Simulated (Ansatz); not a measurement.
Take ZnO in the wurtzite structure (space group P6_3mc, No. 186; a = 3.2796 Å, c = 5.2933 Å) as the base.

Level of theory: plane-wave PAW DFT at the PBE level (Ansatz, a program for electronic structure, 420 eV), no SOC.

```tsv
level	band gap	lattice parameter a	lattice parameter c	electron mass at Γ
PBE	0.74 eV	3.280 Å	5.293 Å	0.136 mₑ
```

Measured: band gap 3.6 eV (static lattice; corrected from measurement; as listed in Wei Chen et al., Physical Review Materials (2018)); lattice parameter a 3.2482 Å (0 K or low temperature; as listed in arXiv:1206.3780); lattice parameter c 5.204 Å (0 K or low temperature; as listed in arXiv:1206.3780); electron mass at Γ 0.24 mₑ (temperature not stated; as listed in S.Zh. Karazhanov et al., Journal of Crystal Growth (2005)).

Computed minus measured — band gap: PBE -2.86 eV; lattice parameter a: PBE +1.0 %; lattice parameter c: PBE +1.7 %; electron mass at Γ: PBE -43 %. Measured values not marked as corrected hold thermal and zero-point effects that the static-lattice runs lack. A measured gap can be an optical one, lowered by exciton binding.

Masses are band curvatures over ±0.01 Å⁻¹ around the edge. Whether these cells are dynamically stable was not tested.
